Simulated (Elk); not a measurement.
A self-consistent single point of FePt (P4/mmm, 2 atoms in the cell) with Elk.

Level of theory: PBE, all-electron FP-LAPW, Elk's shipped species files, APW+lo basis with extra local orbitals run with Elk.

The change in words: lattice scaled by 0.98. Reference geometry:
```xyz
2
Lattice="2.7200 0.0000 0.0000 0.0000 2.7200 0.0000 0.0000 0.0000 3.7100" Properties=species:S:1:pos:R:3 pbc="T T T"
Fe     0.0000     0.0000     0.0000
Pt     1.3600     1.3600     1.8550
```
Moments meant for the start (each program seeds them in its own way; μB, in the order of the atoms Fe Pt): 3.0 0.0.

Reference input (self-consistent single point, DFT, PBE, all-electron FP-LAPW, Elk's shipped species files, APW+lo basis with extra local orbitals): xctype = 20; spinpol = true; rgkmax = 7.5; stype = 0; swidth = 0.00367493 Ha; ngridk = 9 9 7; reducebf = 0.5; gmaxvr = 14 1/bohr; nxlo = 2; lorbcnd = true; rmtscf = 0.86; lmaxi = 3. This run's input differs from it in these lines:

```diff
@@ -40,5 +40,5 @@
 avec
-    5.1400550590    0.0000000000    0.0000000000
-    0.0000000000    5.1400550590    0.0000000000
-    0.0000000000    0.0000000000    7.0108839224
+    5.0372539578    0.0000000000    0.0000000000
+    0.0000000000    5.0372539578    0.0000000000
+    0.0000000000    0.0000000000    6.8706662439
```

The program printed (abridged):

```
│ Self-consistent loop started │
│ Loop number : 1 │
 total energy                :     -19686.4155455
 total moment                :    1.738314098
│ Loop number : 2 │
 total energy                :     -19689.9259830
 total moment                :    1.875299721
RMS change in Kohn-Sham potential (target) :    2.576636886     (  0.1000000000E-05)
Absolute change in total energy (target)   :    3.510437540     (  0.1000000000E-03)
│ Loop number : 3 │
 total energy                :     -19684.7667307
 total moment                :    1.640953861
RMS change in Kohn-Sham potential (target) :    2.594591582     (  0.1000000000E-05)
   [... lines left out ...]
│ Loop number : 20 │
 total energy                :     -19719.7085539
 total moment                :   -3.123156371
RMS change in Kohn-Sham potential (target) :   0.3340296471E-06 (  0.1000000000E-05)
Absolute change in total energy (target)   :   0.1488887501E-03 (  0.1000000000E-03)
│ Loop number : 21 │
 total energy                :     -19719.7085404
 total moment                :   -3.123173515
RMS change in Kohn-Sham potential (target) :   0.1450513478E-06 (  0.1000000000E-05)
Absolute change in total energy (target)   :   0.5078067261E-04 (  0.1000000000E-03)
Convergence targets achieved

│ Loop number : 22 │

Energies :
 Fermi                       :     0.454194735654
 xc effective B-field        :    -0.159499829361
 external B-field            :      0.00000000000
 total energy                :     -19719.7085372
 (external B-field energy excluded from total)

Density of states at Fermi energy :    36.09540136
 (states/Hartree/unit cell)

Estimated indirect band gap :   0.8583285589E-03
 from k-point     11 to k-point     27
Estimated direct band gap   :   0.5853311094E-02
 at k-point     41

Charges :
 core                        :    58.00000000
 valence                     :    46.00000000
 interstitial                :    3.454078730
 muffin-tins (core leakage)
  species :    1 (Fe)
   atom    1                 :    24.20770793     (  0.5807976322E-10)
  species :    2 (Pt)
   [... lines left out ...]
 total charge                :    104.0000000
 error                       :   0.1181580030E-02

Moments :
 interstitial                :  -0.5841446873E-02
 muffin-tins
  species :    1 (Fe)
   atom    1                 :   -2.753170579
  species :    2 (Pt)
   atom    1                 :  -0.3641694431
 total in muffin-tins        :   -3.117340022
 total moment                :   -3.123181469

│ Self-consistent loop stopped │
```

The run converged in 22 iterations. The count includes the last loop, which Elk runs after its targets are met. Against the reference run the total energy goes up by 54.2 meV/atom and the size of the net moment goes from 1.62 to 1.56 μB/atom.

The starting cell has typed, rounded lattice constants, without a prior relaxation at this level. For this run, on top of that: lattice scaled by 0.98. Spin-orbit coupling is off. The magnetic order is the one reached from the typed start; others were not searched systematically. Values depend on the basis (sphere radii, cutoffs, local orbitals), which need not be converged. The log's line on a gap gives a spacing of levels on this mesh, which the program prints for metals too.

Cost on one core of a shared machine: roughly 2 min.
